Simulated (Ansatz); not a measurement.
The starting structures come from a database of crystals and need not be the phases stable at ambient conditions.

Inside the gap of an insulator the Bloch states are evanescent, with a wavenumber k + iκ along the transport direction.

Given:

```yaml
crystal:
  lattice:
    - [7.05351, 0.00000, 0.00000]
    - [-3.52675, 6.10852, 0.00000]
    - [0.00000, 0.00000, 5.77136]
  atoms:
    - { symbol: Sr, position: [0.66251, 0.66251, 0.50000] }
    - { symbol: Sr, position: [0.00000, 0.33749, 0.50000] }
    - { symbol: Sr, position: [0.33749, 0.00000, 0.50000] }
    - { symbol: Ge, position: [0.73078, 0.00000, 0.00000] }
    - { symbol: Ge, position: [0.26922, 0.26922, 0.00000] }
    - { symbol: Ge, position: [0.00000, 0.73078, 0.00000] }
    - { symbol: O, position: [0.24285, 0.00000, 0.00000] }
    - { symbol: O, position: [0.75715, 0.75715, 0.00000] }
    - { symbol: O, position: [0.00000, 0.24285, 0.00000] }
    - { symbol: O, position: [0.63687, 0.00000, 0.27817] }
    - { symbol: O, position: [0.36313, 0.36313, 0.72183] }
    - { symbol: O, position: [0.00000, 0.63687, 0.27817] }
    - { symbol: O, position: [0.63687, 0.00000, 0.72183] }
    - { symbol: O, position: [0.36313, 0.36313, 0.27817] }
    - { symbol: O, position: [0.00000, 0.63687, 0.72183] }
```

Space group of this cell: P-62m. The cell is taken as given; by PBEsol its mean pressure is -3.4 GPa.

Transport runs along the normal of the first two printed cell vectors, the (001) plane of the conventional cell.

No gap correction and no spin-orbit coupling; mid-gap values are interpolated between computed energies.

### Question
Give the band gap and the smallest decay constant κ at mid-gap that PBEsol (Ansatz, a quantum-chemistry and plane-wave program) yields.

### Answer
Gap 2.91 eV on a 6×6×6 mesh; κ = 0.253 1/Å, at the zone centre.
